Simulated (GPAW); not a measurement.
Band structure of BaCuSbO₅ (P4mm, 8 atoms in the cell).

```
CELL_PARAMETERS angstrom
      3.75705     0.00000     0.00000
      0.00000     3.75705     0.00000
      0.00000     0.00000     9.36607
ATOMIC_POSITIONS crystal
  Ba 0.00000 0.00000 0.03197
  Cu 0.50000 0.50000 0.27751
  Sb 0.50000 0.50000 0.71186
  O  0.00000 0.50000 0.65583
  O  0.50000 0.00000 0.65583
  O  0.00000 0.50000 0.23636
  O  0.50000 0.00000 0.23636
  O  0.50000 0.50000 0.91758
```

Level of theory: PBEsol, GPAW PAW datasets PBEsol (made by gpaw-setup) (plane waves; GPAW).

Settings: mode = pw; ecut = 900 eV; xc = PBEsol; kpts = 7 7 3; mesh shift (steps) = 0 0 0; occupations.name = fermi-dirac; occupations.width = 0.05 eV; nbands = -16; convergence.density = 1e-05 e/electron; convergence.energy = 1e-05 eV/electron; symmetry.symmorphic = false; symmetry.tolerance = 0.0005; maxiter = 100; bandpath_npoints = 40.

The starting cell comes from a database of computed structures (which also holds hypothetical and non-ambient phases and stackings), without a prior relaxation at this level. Its lattice was rescaled by a random factor within 2.5 % of one. Spin-orbit coupling is off. Spin polarisation is off, so a magnetic state, if there is one, cannot be reached. The run gives no clean gap (levels at the Fermi energy touch, overlap or are partly filled at this smearing), which alone does not show that the compound is a metal.

Levels in eV from the Fermi level, bands 30 to 37:
```tsv
point	30	31	32	33	34	35	36	37
Γ	-1.22	-1.22	-0.54	-0.49	-0.31	-0.31	4.09	4.11
X	-1.31	-1.27	-0.48	-0.30	-0.15	3.58	4.84	5.32
M	-0.57	-0.57	0.08	0.39	2.31	3.41	5.61	6.32
Z	-1.22	-1.22	-0.50	-0.45	-0.31	-0.31	4.07	4.13
R	-1.27	-1.24	-0.47	-0.30	-0.15	3.52	4.78	5.51
A	-0.58	-0.58	0.08	0.39	2.31	3.76	5.11	6.22
```

Bands cross the Fermi level along this path, so the cell is metallic at this level.
